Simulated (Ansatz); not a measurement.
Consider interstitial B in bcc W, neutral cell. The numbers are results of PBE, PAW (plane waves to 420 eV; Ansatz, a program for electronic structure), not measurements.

Settings: 36 host sites, the relaxed PBE lattice, a 2×2×3 k-point mesh shifted by half a step, smearing 0.10 eV, spin-restricted, no image-charge correction. Static, classical nuclei. Spin-orbit coupling is left out. Sites that were not tried may lie lower.

Barriers: single points on a 3×3×5 k-point mesh shifted by half a step at the bands' geometries.

Relaxed starting cell (atoms counted from 1):

```yaml
crystal:
  lattice:
    - [9.55287, 0.00000, 0.00000]
    - [0.00000, 9.55287, 0.00000]
    - [0.00000, 0.00000, 6.36858]
  atoms:
    - { symbol: W, position: [0.00001, 0.99965, 0.99986] }
    - { symbol: W, position: [0.00001, 0.99965, 0.49723] }
    - { symbol: W, position: [0.00001, 0.33586, 0.00133] }
    - { symbol: W, position: [0.00001, 0.33586, 0.49574] }
    - { symbol: W, position: [0.00000, 0.66343, 0.00133] }
    - { symbol: W, position: [0.00000, 0.66343, 0.49572] }
    - { symbol: W, position: [0.33212, 0.99965, 0.99866] }
    - { symbol: W, position: [0.33212, 0.99965, 0.49842] }
    - { symbol: W, position: [0.33680, 0.32749, 0.99269] }
    - { symbol: W, position: [0.33681, 0.32749, 0.50438] }
    - { symbol: W, position: [0.33680, 0.67181, 0.99270] }
    - { symbol: W, position: [0.33680, 0.67181, 0.50438] }
    - { symbol: W, position: [0.66789, 0.99965, 0.99864] }
    - { symbol: W, position: [0.66789, 0.99965, 0.49842] }
    - { symbol: W, position: [0.66321, 0.32749, 0.99269] }
    - { symbol: W, position: [0.66321, 0.32749, 0.50439] }
    - { symbol: W, position: [0.66321, 0.67181, 0.99269] }
    - { symbol: W, position: [0.66321, 0.67181, 0.50439] }
    - { symbol: W, position: [0.16769, 0.16642, 0.24854] }
    - { symbol: W, position: [0.16570, 0.16506, 0.74853] }
    - { symbol: W, position: [0.20693, 0.49964, 0.24855] }
    - { symbol: W, position: [0.17034, 0.49964, 0.74853] }
    - { symbol: W, position: [0.16768, 0.83288, 0.24853] }
    - { symbol: W, position: [0.16570, 0.83423, 0.74854] }
    - { symbol: W, position: [0.50001, 0.16414, 0.24855] }
    - { symbol: W, position: [0.50000, 0.16201, 0.74854] }
    - { symbol: W, position: [0.50004, 0.49965, 0.24854] }
    - { symbol: W, position: [0.50001, 0.49965, 0.74854] }
    - { symbol: W, position: [0.50001, 0.83516, 0.24853] }
    - { symbol: W, position: [0.50000, 0.83729, 0.74854] }
    - { symbol: W, position: [0.83233, 0.16642, 0.24854] }
    - { symbol: W, position: [0.83431, 0.16506, 0.74854] }
    - { symbol: W, position: [0.79307, 0.49965, 0.24853] }
    - { symbol: W, position: [0.82967, 0.49965, 0.74853] }
    - { symbol: W, position: [0.83233, 0.83288, 0.24854] }
    - { symbol: W, position: [0.83432, 0.83424, 0.74855] }
    - { symbol: B, position: [0.00000, 0.49964, 0.24853] }
```

End state 1 differs by these moves (Å; atoms that move under 0.08 Å are left out):

```json
[
 {"atom": "3", "element": "W", "Δx": "0.00", "Δy": "-0.41", "Δz": "-0.02"},
 {"atom": "5", "element": "W", "Δx": "0.00", "Δy": "0.41", "Δz": "-0.02"},
 {"atom": "21", "element": "W", "Δx": "-0.41", "Δy": "0.00", "Δz": "-0.02"},
 {"atom": "33", "element": "W", "Δx": "0.41", "Δy": "0.00", "Δz": "-0.02"},
 {"atom": "37", "element": "B", "Δx": "0.00", "Δy": "0.00", "Δz": "-1.59"}
]
```

Problem. Give the forward and backward barriers to end state 1 at the level PBE, PAW.

Solution. forward 1.64 eV, backward 1.64 eV; at the saddle point atom 37 has neighbours 4 W at 2.04 Å. The saddle point's order was not checked, and it lies on a symmetry element of the cell, where a band can be held.
